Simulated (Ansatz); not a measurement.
## C on the N site + O on the N site (wurtzite AlN host)

Level of theory: PBE, PAW (plane waves to 420 eV; Ansatz, a program for electronic structure). The supercell holds 96 host sites (3×2×2 repeats of the unit cell), with a 2×2×2 shifted k-point sampling for the final energies. Sites at the start: the N site; N 3.09 Å away. Energies of charged states are corrected for periodic images (point charge plus alignment at distant sites). Dielectric constants: PBE linear response of the host. Host gap at this level: 4.03 eV. A cell of this size leaves errors of a few tenths of an eV. PBE underestimates the host's gap, which shifts levels and can delocalise carriers. Spin–orbit coupling is left out. Each state is the lowest found from its start.

| charge | moment (μB) | largest move off a lattice site (Å) | image correction with alignment (eV) |
|---|---|---|---|
| +1 | 1.0 | 0.10 | 0.24 |
| 0† | not spin-polarised | 0.10 | 0.04 |
| −1* | 1.0 | 0.09 | – |

* At this level the carrier isn't localised at the defect: at charge −1 electrons occupy the conduction band. Such a state is shallow or no state of the defect, and this cell gives it no level.

† Not settled in this cell, so no level is given: charge 0: a dipole correction that the other charges lack.

Flagged in the runs: a host whose relaxation on this sampling wasn't shown to rest.

All states together cost roughly 100 core-minutes.
